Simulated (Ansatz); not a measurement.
## hcp Sc (1 1 0) on alpha quartz (1 0 0) (film strained to the substrate, started from cuts of the bulks and a machine-learned relaxation; slabs Si7O16 and Sc12, which can lie off the formulas)

A periodic stack without vacuum, hcp Sc (1 1 0) on alpha quartz (1 0 0) (film strained to the substrate, started from cuts of the bulks and a machine-learned relaxation; slabs Si7O16 and Sc12, which can lie off the formulas): substrate slab Si7O16, film Sc12, surface cells [[0, 1], [-1, 0]] and [[0, 1], [-1, 0]], film strained by -4.2 and -2.8 %, outermost planes O/O and Sc/Sc as cut, which need not be the usual terminations and can put a slab off its formula.

The start was prepared with a machine-learned potential, and the result is one local minimum, with the in-plane cell held and forces under 0.04 eV/Å; the film can end far from its bulk form.

These are PBE (plane waves to 420 eV, PAW; Ansatz, an electronic-structure program) values and carry that method's errors. Scalar-relativistic, without spin–orbit coupling; the runs are not spin-polarised; PBE gaps are too small against experiment. Its k-point mesh 6×6×1, Fermi–Dirac width 0.05 eV.

```
Item                                                                                        Value
--------------------------------------------------------------------------------  ---------------
interface area                                                                            27.7 Å²
period                                                                                    21.13 Å
heights between the nearest atoms of the two slabs at the two interfaces          0.68 and 0.63 Å
O–Sc contacts across the interfaces within 1.22 times the sum of covalent radii   10, mean 2.30 Å
Sc–Si contacts across the interfaces within 1.22 times the sum of covalent radii   8, mean 3.23 Å
```

```xyz
35
Lattice="5.5085 -0.0011 -0.1494 -0.0006 5.0205 -0.1376 0.7595 -1.8887 21.1803" Properties=species:S:1:pos:R:3 pbc="T T T"
Si     1.4279     4.1348     1.3216
O      0.8052     0.1245     2.6011
O      2.1644    -0.0064     0.2870
O      0.2558     3.1939     0.6851
O      2.6354     3.2281     2.0008
Si     1.5919     1.7719     5.7478
Si     5.2071     0.2775     3.6392
Si     3.3610     2.7820     3.3928
O      0.9362     2.7619     6.8585
O      4.4979     3.8684     3.8186
O      2.2412     2.6888     4.5717
O      0.4314     0.8016     5.1426
O      4.0663     1.3366     3.1592
O      2.7587     0.8510     6.4137
Si     1.7439    -0.6113    10.1841
Si     5.3387     2.9190     7.8947
Si     3.4918     0.4060     7.7955
O      0.9813     0.3389    11.2803
O      4.6360     1.4880     8.2114
O      2.3872     0.3253     8.9913
O      0.5689     3.4388     9.4016
O      4.1959     3.9796     7.4217
O      2.9078     3.5191    10.7674
Sc     2.1692     1.9588    12.0208
Sc     4.5881    -0.5314    11.8915
Sc     5.0131     2.0761    13.8075
Sc     1.5718    -0.5117    13.9527
Sc     2.3139     2.0496    15.4688
Sc     4.3118    -0.4045    15.4169
Sc     5.1150     2.1551    17.1517
Sc     1.6029    -0.4146    17.2461
Sc     2.3474     2.1331    18.7684
Sc     4.4081    -0.3010    18.7556
Sc     4.8432     2.2102    20.6689
Sc     1.7259    -0.3143    20.6781
```
